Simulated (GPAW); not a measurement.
Band structure of Si (Fd-3m, 2 atoms in the cell).

```xyz
2
Lattice="0.0000 2.7257 2.7257 2.7257 0.0000 2.7257 2.7257 2.7257 0.0000" Properties=species:S:1:pos:R:3 pbc="T T T"
Si     1.3628     1.3628     1.3628
Si     0.0000     0.0000     0.0000
```

Level of theory: PBE, GPAW PAW datasets PBE (gpaw-data 1.0.1) (plane waves; GPAW 25.7.0).

Settings: mode = pw; ecut = 550 eV; xc = PBE; kpts = 8 8 8; mesh shift (steps) = 0 0 0; occupations.name = fermi-dirac; occupations.width = 0.02 eV; nbands = -8; convergence.density = 1e-05 e/electron; convergence.energy = 1e-05 eV/electron; convergence.bands = -6; symmetry.symmorphic = false; symmetry.tolerance = 0.0005; maxiter = 100.

The starting cell comes from a database of computed structures (which also holds hypothetical and non-ambient phases and stackings), without a prior relaxation at this level. Its lattice was rescaled by a random factor within 2.5 % of one.

Question: Predict the gap along the standard path and the places of the band edges.

Answer: The gap along the path is 0.60 eV, from Γ to a point between Γ and X; the smallest direct gap on it is 2.55 eV.

Levels in eV from the top of the valence band on the SCF mesh, bands 1 to 8:
| point | 1 | 2 | 3 | 4 | 5 | 6 | 7 | 8 |
|---|---|---|---|---|---|---|---|---|
| Γ | -11.89 | 0.00 | 0.00 | 0.00 | 2.55 | 2.55 | 2.55 | 3.23 |
| X | -7.78 | -7.78 | -2.83 | -2.83 | 0.73 | 0.73 | 10.01 | 10.01 |
| W | -7.62 | -7.62 | -3.81 | -3.81 | 4.27 | 4.27 | 4.96 | 4.96 |
| K | -8.20 | -7.20 | -4.25 | -2.40 | 1.22 | 4.12 | 7.42 | 7.97 |
| L | -9.58 | -6.92 | -1.19 | -1.19 | 1.49 | 3.34 | 3.34 | 7.73 |
| U | -8.20 | -7.20 | -4.25 | -2.40 | 1.22 | 4.12 | 7.42 | 7.97 |
